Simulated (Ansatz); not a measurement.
## How the equilibrium lattice constant a of GeS₂ (model structure, started from the 3R-MoS2 type, R3m, No. 160, 3 atoms in the cell) moves with the method

No measured value is used here.

| level (code) | value (Å) |
|---|---|
| PBE (Ansatz) | 3.458 |
| PBEsol (Ansatz) | 3.423 |
| PBE-D3(BJ) (Ansatz) | 3.427 |

Ansatz's density-functional and Hartree–Fock values are scalar-relativistic unless marked +SOC, with PAW data made under PBE.

A model structure was made by putting elements into a prototype or built by hand; it is no filed structure, need not be a known phase, and can be a saddle point held by its symmetry.

Ansatz is an electronic-structure program.
